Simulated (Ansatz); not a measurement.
## Effective masses and thermopower of ZnS (R3m)

Input:

```
CELL_PARAMETERS angstrom
     -0.03618     2.66967     2.66967
      2.66967    -0.03618     2.66967
      2.66967     2.66967    -0.03618
ATOMIC_POSITIONS crystal
  Zn 0.99873 0.99873 0.99873
  S  0.25127 0.25127 0.25127
```

These are r2SCAN with spin-orbit coupling, rigid bands (plane waves, PAW; Ansatz, an electronic-structure program) values and carry that method's errors. Condition of this run: uniaxial stress along [111] of 2 GPa (compression positive) (the target of the relaxation). How the cell was made: cell and atoms relaxed with r2SCAN, then loaded as said.

The band gap comes out as 2.65 eV. The electron conductivity mass (300 K, dilute) is 0.21 mₑ. The hole conductivity mass (300 K, dilute) comes out as 0.64 mₑ, the effective density of states N_c (300 K) is 2.2e18 cm⁻³ and the effective density of states N_v (300 K) is 2.1e19 cm⁻³. The density-of-states mass, electrons comes out as 0.200 mₑ, the density-of-states mass, holes comes out as 0.89 mₑ and the Seebeck coefficient, n-type 1e19 cm⁻³, 300 K is -117 μV/K. The Seebeck coefficient, p-type 1e19 cm⁻³, 300 K is 317 μV/K.

Rigid bands; masses and Seebeck coefficients take one relaxation time τ for all states and one kind of carrier; polarons and phonon drag are left out.
